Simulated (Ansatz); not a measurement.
The starting structures come from a database of crystals and need not be the phases stable at ambient conditions.

Where the default PAW files enter, the runs use the earlier of Ansatz's two default sets.

Given:

```xyz
2
Lattice="3.9791 0.0000 0.0000 0.0000 5.6273 0.0000 0.0000 2.8137 2.8137" Properties=species:S:1:pos:R:3 pbc="T T T"
Tl     0.0000     0.0000     0.0000
Br     1.9896     2.8137     0.0000
```

Space group of this cell: Pm-3m, CsCl type. The cell was relaxed by PBE-D3(BJ); by PBEsol its mean pressure is -1.2 GPa.

Transport runs along the normal of the first two printed cell vectors, the (110) plane of the conventional cell.

The gap is the functional's own, uncorrected, and κ follows it; spin-orbit coupling is left out. Mid-gap means the computed energy nearest the middle.

Problem. Give the band gap and the smallest decay constant κ at mid-gap that PBEsol in Ansatz (a quantum-chemistry and plane-wave program) yields.

Solution. Gap 1.73 eV on a 10×10×10 mesh; κ = 0.149 1/Å, at (0.000, 0.500) of the in-plane reciprocal vectors. At the zone centre the slowest state has κ = 0.23 1/Å.
